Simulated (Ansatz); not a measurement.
Results of rVV10 (PAW; Ansatz, a program for electronic structure) for CsCl-type NiAl.

Input file:

Ansatz 0.2 input:
```yaml
crystal:
  lattice:
    - [2.8394771509, 0.0, 0.0]
    - [0.0, 2.8394771509, 0.0]
    - [0.0, 0.0, 2.8394771509]
  atoms:
    - { symbol: Al, position: [0.5, 0.5, 0.5] }
    - { symbol: Ni, position: [0.0, 0.0, 0.0] }
basis:
  ecutwfc: 520
  ecutrho_ratio: 4
  xc_grid: 2
kpoints:
  mp_grid: { grid: [20, 20, 20] }
hamiltonian:
  xc: { exchange: rpw86, correlation: pbe }
  dispersion: rvv10
  pseudopotentials: { kind: paw }
scf:
  occupations: { method: fermi_dirac, width: 0.05 }
  convergence: { dr2_threshold: 0.0000000002 }
output:
  forces: true
  stress: true
  eigenvalues: true
```

Q: How many irreducible k-points, plane waves at Γ does the program set up, and what pressure does the run end with?

A: 286 irreducible k-points, 619 plane waves at Γ; P = 11.28 GPa, so the cell is compressed on average and its volume would grow at this level.

Excerpt of the program's output:

```
Crystal: 2 atoms, lattice volume = 22.894 Å³
Basis set: ecut = 520 eV, 619 PW (Γ), exchange–correlation on 48×48×48 points (8 copies of the dense FFT grid, shifted against one another)
Bands: 15, of which v1, the nominal top of the filled ones, is band 11 counted from 1 (10 counted from 0)
Symmetry: 48 space group operations
Space group: Pm-3m (ITA 221), of the structure as read, at distance tolerance 2.8e-5 Å
k-points: 286 of 8000
Functional: x = rpw86, c = pbe(β = 0.06672455060314922) + rvv10(b = 6.3, C = 0.0093)
SCF iter   1: F=—  HF=-6413.005771 eV  |F-HF|=—  |Δ(HF+E_count)|=         —  Δρ=1.98e-2  dr2=6.13e-2
SCF iter   2: F=—  HF=-6412.997922 eV  |F-HF|=—  |Δ(HF+E_count)|=   7.85e-3  Δρ=7.03e-3  dr2=1.03e-2
  ...
SCF iter   6: F=—  HF=-6412.996178 eV  |F-HF|=—  |Δ(HF+E_count)|=  6.68e-10  Δρ=1.83e-6  dr2=4.64e-10
SCF iter   7: F=-6412.996178 eV  HF=-6412.996178 eV  |F-HF|=1.09e-11  |Δ(HF+E_count)|=  1.18e-10  Δρ=1.88e-7  dr2=7.23e-12
SCF 1 converged in 7 iterations: F = -6412.996178 eV  dr2 = 7.23e-12
SCF converged after 7 iterations
Free energy (F): -6412.996178 eV
Internal energy: -6412.988911 eV  (E = F + TS)
E sigma→0 (E₀):  -6412.992544 eV
Fermi energy:    14.775441 eV
--- Forces (eV/Å), atoms counted from 1 ---
  atom   1  Al     0.00000000    -0.00000000     0.00000000
  atom   2  Ni    -0.00000000     0.00000000     0.00000000
--- Stress (GPa, compression-positive) ---
       11.275140       0.000000      -0.000000
        0.000000      11.275140       0.000000
        0.000000       0.000000      11.275140
  P = ⅓ Tr σ = 11.2751 GPa (112.751 kbar)
```

The cell is one volume of an energy–volume scan, off the minimum.

The PAW data were made under PBE.

Cost on a shared machine: very roughly 7 core-seconds.
